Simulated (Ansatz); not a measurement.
# W, response to strain

Consider W in the bcc (W type) structure (space group Im-3m, No. 229; a = 3.135 Å; relaxed with 0.1 eV smearing).

Strains are applied to the cell and any free atomic positions relax.

All numbers come from LDA (Ansatz, a quantum-chemistry and plane-wave program; PAW; 420 eV plane waves; no spin-orbit coupling).

Candidates:
(a) isotropic strain +0.50 %
(b) isotropic strain +1.00 %
(c) isotropic strain −2.50 %
(d) isotropic strain +3.00 %
(e) isotropic strain −3.00 %

Notes on the quantities. energy relative to the base: free energy F.

Q: Order them by energy relative to the base, highest first.

A: (e) isotropic strain −3.00 % (+144 meV/atom), (d) isotropic strain +3.00 % (+119 meV/atom), (c) isotropic strain −2.50 % (+98 meV/atom), (b) isotropic strain +1.00 % (+14 meV/atom), (a) isotropic strain +0.50 % (+3.6 meV/atom)

Whether these cells are dynamically stable was not tested. All final runs are without spin polarisation.
